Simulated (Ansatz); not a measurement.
Take an 8-atom supercell of ZnSiP2 in the chalcopyrite structure (space group I-42d, No. 122; a = 5.378 Å, c = 10.466 Å) at its relaxed geometry as the base.

Computed with r2SCAN in Ansatz (plane waves to 500 eV, PAW, spin-orbit coupling left out).

Base values:

| Property | Value |
|---|---|
| Pressure | 0.0 GPa |
| Mean distance from the defect site to its nearest host atoms | 2.26 Å |

Perturbation: one Si atom is removed, atoms relaxed at fixed cell, starting from a slightly rattled geometry.

Question: How does this affect the pressure, mean distance from the defect site to its nearest host atoms and largest displacement of a host atom from its site in the perfect cell?

Answer: The pressure goes from zero to -4.0 GPa; the mean distance from the defect site to its nearest host atoms falls by 0.03 Å to 2.23 Å; the largest displacement of a host atom from its site in the perfect cell comes out as 0.03 Å.

Other magnetic orders, which the real material may have, were not ruled out. The cell is small, so the values are those of an ordered compound at a high defect concentration; dilute-limit values will differ. A case with no gap was solved on a k-mesh chosen for an insulator, which is coarse for it. Starting moments died away, wholly or in part, for Si vacancy; another magnetic solution may exist. The defect cell is spin-polarised and ends with 0.0 μB.

Ansatz is a quantum-chemistry and plane-wave program.
